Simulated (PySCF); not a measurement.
PySCF 2.14.0, WB97X/def2-svp, df: CC(N)=[OH+], charge +1, multiplicity 1, 10 atoms. The geometry is a generated start, not checked to be a minimum at this level.

```
Quantity                       Value
-------------------  ---------------
task                          energy
method                         wb97x
basis                       def2-svp
two-electron scheme  density fitting
mol.max_memory               3000 MB
mf.max_cycle                     100
mf.init_guess        minao (default)
mf.DIIS              CDIIS (default)
mf.diis_space            8 (default)
mf.conv_tol          1e-09 (default)
mf.grids.level           3 (default)
basis functions                   86
grid points                   115072
```

```xyz
10

C     -0.8744    -0.5597     0.4185
C      0.1810     0.2782    -0.1786
N      1.4354    -0.0612    -0.1272
O     -0.0956     1.3900    -0.7806
H     -1.4378     0.0110     1.1594
H     -0.4726    -1.4489     0.8971
H     -1.5869    -0.8696    -0.3489
H      2.1381     0.5396    -0.5497
H      1.7504    -0.9104     0.3231
H     -1.0376     1.6309    -0.8129
```

Charge 1 and multiplicity 1 are set for this test and not shown to be the ground state.

One run each on 2 threads, 1 BLAS thread. Values of level_shift (Hartree) tried: 0 (default), 0.1, 0.3, 1.

Question: How does the count of Fock builds change with level_shift (Hartree), and where is it least?

Answer: Fewest Fock builds, within one of each other: 0 (default) with 12, 0.1 with 13. The count rises to 22 at 1. All converge to one solution.

```tsv
level_shift (Hartree)	Fock builds	end
0 (default)	12	same solution
0.1	13	same solution
0.3	14	same solution
1	22	same solution
```
